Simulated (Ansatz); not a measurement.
# A computed series for KTaO3: pressure series

Take KTaO₃ in the cubic perovskite structure (space group Pm-3m, No. 221; a = 3.985 Å) as the base.

Cell and atoms are relaxed at each pressure.

Method: Ansatz (an electronic-structure program), PBEsol, PAW, cutoff 420 eV, no SOC.

| pressure (GPa) | volume per atom (Å³/atom) |
|---|---|
| -2 | 12.788 |
| 0 | 12.659 |
| 0.3 | 12.641 |
| 0.7 | 12.617 |
| 1.5 | 12.568 |
| 3 | ? |
| 5 | 12.367 |
| 7.5 | 12.233 |
| 10 | 12.107 |

Task: Fit the third-order Birch–Murnaghan form P(V) = (3B₀/2)[(V₀/V)^(7/3) − (V₀/V)^(5/3)]·[1 + (3/4)(B₀′ − 4)((V₀/V)^(2/3) − 1)] (squares taken in P) to the rows shown and predict the withheld row.

Result: Least squares on the printed values gives V₀ = 12.660 Å³/atom, B₀ = 203 GPa, B₀′ = 4.4; this predicts 12.480 Å³/atom, and the run gives 12.479 Å³/atom, in agreement.

Measured bulk modulus of KTaO3: 220 GPa (temperature not stated; as listed in S. Tinte et al., Phys. Rev. B (1998)); the computed value is for a static lattice, so the two differ by thermal effects too.

Load acts through the strain it causes; cell and atoms are relaxed under it. Stability against distortions was not tested. No other phases were tried under pressure.
